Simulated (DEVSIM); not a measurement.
Structure: Pt/SiO2/p-Si capacitor, at 300 K.

```csv
layer (left to right),material,thickness (nm),Na (cm⁻³)
1,SiO2,22.0,-
2,Si,1700,1.1e17
```

Metal gate on the left, work function 5.6 eV. Fixed charge at the semiconductor interface 0 cm⁻² (in units of +e); no interface traps.

Constants are typed, rounded textbook-type inputs, not results; the design itself was drawn at random and stands for no fabricated device. Values at 300 K; Nc and Nv go as T^1.5, mobilities as T to minus their exponent, the gap by Varshni's rule with the affinity fixed.

```csv
parameter,SiO2,Si
gap (eV),9,1.124
affinity (eV),0.9,4.05
permittivity,3.9,11.7
Nc (cm⁻³),-,2.86e19
Nv (cm⁻³),-,3.1e19
Varshni α (eV/K),-,0.000473
Varshni β (K),-,636
```

Simulated with DEVSIM: 1D Poisson equation in equilibrium, Boltzmann statistics, complete ionisation; no quantum confinement or tunnelling. Metal contacts follow the ideal Schottky-Mott rule: no Fermi-level pinning, no interface dipoles.

Base results: capacitance of the dielectric stack (μF/cm²) 0.157; minimum of the low-frequency capacitance (μF/cm²) 0.0681; flat-band voltage (V) 0.57.

Task: What follows from this one change: interface trap density 0 → 3e+11 cm^-2 eV^-1?

Result: capacitance of the dielectric stack little changed (0.157 μF/cm²); minimum of the low-frequency capacitance 0.0681 → 0.0807 μF/cm²; flat-band voltage 0.57 → 0.51 V.

Task: What follows from this one change: SiO2 thickness 0.022 → 0.026 μm?

Result: capacitance of the dielectric stack 0.157 → 0.133 μF/cm²; minimum of the low-frequency capacitance 0.0681 → 0.0628 μF/cm²; flat-band voltage little changed (0.57 V).

Task: What follows from this one change: temperature 300 → 250 K?

Result: capacitance of the dielectric stack little changed (0.157 μF/cm²); minimum of the low-frequency capacitance 0.0681 → 0.0644 μF/cm²; flat-band voltage 0.57 → 0.53 V.

Task: What follows from this one change: substrate doping 1.1e+17 → 1.1e+16 cm^-3?

Result: capacitance of the dielectric stack little changed (0.157 μF/cm²); minimum of the low-frequency capacitance 0.0681 → 0.0335 μF/cm²; flat-band voltage 0.57 → 0.63 V.

Task: What follows from this one change: gate work function 5.6 → 5.9 eV?

Result: capacitance of the dielectric stack little changed (0.157 μF/cm²); minimum of the low-frequency capacitance little changed (0.0668 μF/cm²); flat-band voltage 0.57 → 0.87 V.

Task: What follows from this one change: fixed charge 0 → -3.6e+11 cm^-2?

Result: capacitance of the dielectric stack little changed (0.157 μF/cm²); minimum of the low-frequency capacitance little changed (0.0675 μF/cm²); flat-band voltage 0.57 → 0.94 V.
